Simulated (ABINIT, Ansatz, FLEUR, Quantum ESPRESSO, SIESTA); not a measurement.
**Br (Cmce, 4 atoms in the cell) computed with different codes at matched settings**

Self-consistent single point.

```xyz
4
Lattice="2.2550 -3.3573 0.0000 2.2550 3.3573 0.0000 0.0000 0.0000 8.7784" Properties=species:S:1:pos:R:3 pbc="T T T"
Br     3.8831     0.0000     7.8040
Br     2.8819     0.0000     3.4148
Br     1.6281     0.0000     5.3636
Br     0.6269     0.0000     0.9744
```

Shared settings, as Ansatz (a first-principles code) writes them: kpoints.mp_grid.grid = 3 3 2; magnetization.spin_orbit = true; scf.occupations.method = fermi_dirac; scf.occupations.width = 0.0015 Ry. Potentials and cutoffs stand in the table.

```
code                                                                                                                                                                   model  pressure (GPa)  largest force (eV/Å)  gap on the mesh (eV)         cutoff
----------------  ----------------------------------------------------------------------------------------------------------------------------------------------------------  --------------  --------------------  --------------------  -------------
ABINIT                                                                         PBE, spin-orbit coupling, norm-conserving pseudopotentials (PseudoDojo nc-fr-04 PBE standard)            1.35                 0.596                 1.648          23 Ha
Quantum ESPRESSO                                                              PBE, spin-orbit coupling, PseudoDojo fully relativistic norm-conserving (PBE) pseudopotentials            1.36                 0.596                 1.648          50 Ry
FLEUR                                                              PBE, all-electron FLAPW (FLEUR), scalar-relativistic valence with spin-orbit coupling in second variation               –                     –                 1.677  Kmax 4 1/bohr
SIESTA            GGA PBE with spin-orbit coupling, numerical atomic orbitals DZP, PseudoDojo PBE fully relativistic norm-conserving potentials (rewritten from UPF to PSML)               –                 1.138                 1.622    grid 400 Ry
Ansatz                                                                                                                       PBE with spin-orbit coupling, default PAW files            1.33                 0.571                 1.680        default
```

A dash marks a value that a program does not give, or that is left out as unsure.

Gaps are read on the mesh.

The spread over the programs that give each value: pressure within 0.03 GPa; largest force within 0.567 eV/Å; gap on the mesh within 0.058 eV.

SIESTA uses small atom-centred bases, whose incompleteness enters pressures, forces and empty levels differently from a plane-wave cutoff. FLEUR treats all electrons, but the usual bases taken here (sphere radii, linearisation, local orbitals, empty states) were not tested for convergence, so the values are no reference for the others. Ansatz's pressure is given at a fixed set of plane waves, as the other plane-wave codes print theirs. In the force vectors, SIESTA (by 0.544) lies more than 0.08 eV/Å from the median of the plane-wave programs.

The shared mesh is coarse (it stands for a supercell whose shortest vector is 12 Å), so the values are not converged in it.

The starting cell has typed, rounded lattice constants, without a prior relaxation at this level. Its lattice was rescaled by a random factor within 2.5 % of one.

Keys are those of Ansatz 0.2.
